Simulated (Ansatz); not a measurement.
**How far to go with the k-point mesh: the (110) slab of Mo (cut from a parent of space group no. 229; 5 atoms in the cell)**

```
CELL_PARAMETERS angstrom
      2.71434     0.00000     0.00000
     -3.61912     2.55910     0.00000
      0.00000     0.00000    22.86500
ATOMIC_POSITIONS crystal
  Mo 0.00000 0.00000 0.30615
  Mo 0.00000 0.50000 0.40307
  Mo 0.00000 0.00000 0.50000
  Mo 0.00000 0.50000 0.59693
  Mo 0.00000 0.00000 0.69385
```

Method of the run: LDA (PW92), PAW files made with PBE (plane waves; Ansatz, a program for electronic structure).

Base settings: basis.ecutwfc = 420 eV; kpoints.mp_grid.grid = 10 10 1; hamiltonian.xc = lda; hamiltonian.pseudopotentials = {kind: paw} (the program's default PAW files); scf.occupations.method = fermi_dirac; scf.occupations.width = 0.1 eV.

Only quantities that move along the ladder and can be compared are tabulated.

The count of work is k-points × plane waves × bands × iterations; it is no time. Core times come from one kind of shared machine, to one figure; runs under 30 s give none.

The starting cell has typed, rounded lattice constants, without a prior relaxation at this level. The slab is cut from that crystal, and its faces are unrelaxed. Its lattice was rescaled by up to half a per cent. Spin polarisation is off.

```tsv
kpoints.mp_grid.grid	free energy less the last step's (meV/atom)	largest difference of a force vector from the last step's (eV/Å)	count of work / last	core time / last (rough)
4 4 1	37.10	0.388	0.0096	–
5 5 1	-43.41	0.053	0.012	–
6 6 1	-11.31	0.107	0.018	–
7 7 1	13.92	0.020	0.022	–
8 8 1	5.02	0.043	0.029	–
9 9 1	-0.83	0.036	0.034	–
10 10 1	1.21	0.034	0.043	–
11 11 1	1.41	0.005	0.049	–
13 13 1	-1.57	0.015	0.067	–
15 15 1	0.53	0.004	0.088	–
17 17 1	0.28	0.005	0.11	–
20 20 1	-0.28	0.006	0.15	–
24 24 1	0.07	0.002	0.22	0.2
28 28 1	0.05	0.002	0.29	0.3
33 33 1	0.02	0.001	0.40	0.4
39 39 1	0.01	0.000	0.55	0.6
45 45 1	-0.01	0.000	0.73	0.8
53 53 1	0.00	0.000	1.0	1
```

Coarsest kpoints.mp_grid.grid that holds the forces within 0.01 eV/Å of the last step, with all finer ones: 15 15 1, at 0.088 of the last step's count of work; the step before is off by 0.015 eV/Å.

Coarsest kpoints.mp_grid.grid that holds the free energy within 1 meV/atom of the last step, with all finer ones: 15 15 1, at 0.088 of the last step's count of work; the step before is off by 1.6 meV/atom.

Keys are those of Ansatz 0.2.
